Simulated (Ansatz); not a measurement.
Input and output of a relaxation of cell and atoms for PdS (P-6m2, 2 atoms in the cell) (Ansatz, a program for electronic structure).

Level of theory: PBEsol, harder PAW files (source: ansatz) made with PBE (plane waves; Ansatz).

```
PdS
1.0
    3.32187     0.00000     0.00000
   -1.66094     2.87683     0.00000
    0.00000     0.00000     3.24198
Pd S
1 1
Direct
  0.00000   0.00000   0.00000
  0.66667   0.33333   0.50000
```

Reference input (self-consistent single point, DFT, PBEsol, plane waves, harder PAW files (source: ansatz) made with PBE): basis.ecutwfc = 600 eV; kpoints.mp_grid.grid = 8 8 7; hamiltonian.xc = pbesol; hamiltonian.pseudopotentials = {kind: paw, source: ansatz}; scf.occupations.method = cold; scf.occupations.width = 0.1 eV. This run's input differs from it in these lines:

```diff
@@ -23,2 +23,4 @@
     width: 0.1
+relax:
+  cell: {}
 output:
```

Log, with long lists cut:

```
   [... SCF lines of the steps left out ...]
relax step   1: F+E_penalty+E_count = -7792.97006009 eV  Δ(F+E_penalty+E_count) = +0.000e0 eV  max|allowed force component| = 1.527e-16 eV/Å  Δτ_max = 0.0000 Å  P = +1.413 GPa  Ω = 30.982 Å³  (7 SCF iters, dr2 threshold 1.00e-7 eV, accepted)
relax step   2: F+E_penalty+E_count = -7792.97618661 eV  Δ(F+E_penalty+E_count) = -6.127e-3 eV  max|allowed force component| = 1.110e-16 eV/Å  Δτ_max = 0.0000 Å  P = -0.272 GPa  Ω = 31.448 Å³  energy of the carried Pulay correction = -2.821e-5 eV  [...]
   [... lines left out ...]
relax step   5: F+E_penalty+E_count = -7792.97894501 eV  Δ(F+E_penalty+E_count) = -8.396e-6 eV  max|allowed force component| = 3.701e-17 eV/Å  Δτ_max = 0.0000 Å  P = +0.001 GPa  Ω = 31.543 Å³  energy of the carried Pulay correction = -3.437e-5 eV  [...]
relax step   6: F+E_penalty+E_count = -7792.97910224 eV  Δ(F+E_penalty+E_count) = -1.572e-4 eV  max|allowed force component| = 7.401e-17 eV/Å  Δτ_max = 0.0000 Å  P = +0.024 GPa  Ω = 31.543 Å³  stress off target by 3.42e-2 GPa  SCF on the basis [...]
basis re-selected at this cell: Δ(F+E_penalty+E_count) = -1.572e-4 eV, ΔP = +0.023 GPa vs the last step
the relaxation is at rest under the 12 symmetry operations that the run kept from its start: a minimum is not shown …
Stability not checked (fill_not_monotonic)
Free energy (F): -7792.979102 eV
Internal energy: -7792.977658 eV  (E = F + TS)
   [... lines left out ...]
Fermi energy:    13.910742 eV
   [... lines left out ...]
to start a new deck from the relaxed geometry:
  cell:  # Å, volume = 31.5435 Å³
    - [3.4051833709084844, 0.0, 0.0]
    - [-1.7025916854542422, 2.9489753037510757, 0.0]
    - [0.0, 0.0, 3.1412159533754744]
  atoms:
    - { symbol: Pd, position: [-1.850372590034581e-17, -1.8503699430566202e-17, 0.0] }
    - { symbol: S, position: [0.6666666666666665, 0.33333333333333326, 0.49999999999999994] }
```

The run converged. 

Summary of the result:
| Property | Result |
|---|---|
| Free energy E − TS (on the zero of these files) | -7792.9791 eV |
| Fermi level (on the code's own zero) | 13.91 eV |
| Pressure | 0.02 GPa |
| Final cell | a = 3.405 Å, b = 3.405 Å, c = 3.141 Å, α = 90.00°, β = 90.00°, γ = 120.00° |
| Final volume per atom | 15.77 Å³ |
| Relaxation steps | 6 |

The starting cell was generated: these elements placed on a structure prototype, without a prior relaxation; it need not be a known phase or ordering of this composition. Spin polarisation is off. The relaxation keeps the symmetry of its start, so its end need not be a minimum. Ansatz's pressure includes its estimate of the finite-basis (Pulay) stress.

Keys are those of Ansatz 0.2.
